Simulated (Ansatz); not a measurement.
Consider Hf in the hcp (Mg type) structure (space group P6_3/mmc, No. 194; a = 3.204 Å, c = 5.073 Å; relaxed with 0.1 eV smearing). Axes: x lies along a and z along c of the hexagonal cell.

Structures relaxed with plane-wave PAW DFT at the PBE level (Ansatz, a first-principles code, 420 eV), no spin-orbit coupling.

Base:

Simulated powder pattern, Cu Kα1, λ = 1.54056 Å (kinematic, ideal powder, no thermal factors, no anomalous dispersion; the 8 strongest lines at most, above 2 %, up to 2θ = 90°):

| 2θ (°) | I/Imax (%) | hkl |
|---|---|---|
| 32.23 | 24 | (100) |
| 35.36 | 25 | (002) |
| 36.89 | 100 | (101) |
| 48.59 | 16 | (102) |
| 57.48 | 19 | (110) |
| 64.48 | 20 | (103) |
| 69.32 | 22 | (112) |
| 70.28 | 16 | (201) |

One thing is altered: compressive biaxial strain of 0.68 % in the plane normal to [001], as in epitaxy on a mismatched substrate; the out-of-plane cell vector and the atoms relax.

Question: Where do the lines fall after the change?

Answer: 
Simulated powder pattern, Cu Kα1, λ = 1.54056 Å (kinematic, ideal powder, no thermal factors, no anomalous dispersion; the 8 strongest lines at most, above 2 %, up to 2θ = 90°):

```json
[
 {"2θ (°)": "32.46", "d (Å)": "2.756", "I/Imax (%)": "24", "hkl": "(100)"},
 {"2θ (°)": "35.19", "d (Å)": "2.548", "I/Imax (%)": "25", "hkl": "(002)"},
 {"2θ (°)": "37.05", "d (Å)": "2.424", "I/Imax (%)": "100", "hkl": "(101)"},
 {"2θ (°)": "48.62", "d (Å)": "1.871", "I/Imax (%)": "16", "hkl": "(102)"},
 {"2θ (°)": "57.91", "d (Å)": "1.591", "I/Imax (%)": "19", "hkl": "(110)"},
 {"2θ (°)": "64.37", "d (Å)": "1.446", "I/Imax (%)": "21", "hkl": "(103)"},
 {"2θ (°)": "69.60", "d (Å)": "1.350", "I/Imax (%)": "22", "hkl": "(112)"},
 {"2θ (°)": "70.77", "d (Å)": "1.330", "I/Imax (%)": "16", "hkl": "(201)"}
]
```

The indices refer to the base's conventional cell; one index is shown for lines that coincide.

Stability against distortions was not tested. All final runs are without spin polarisation.
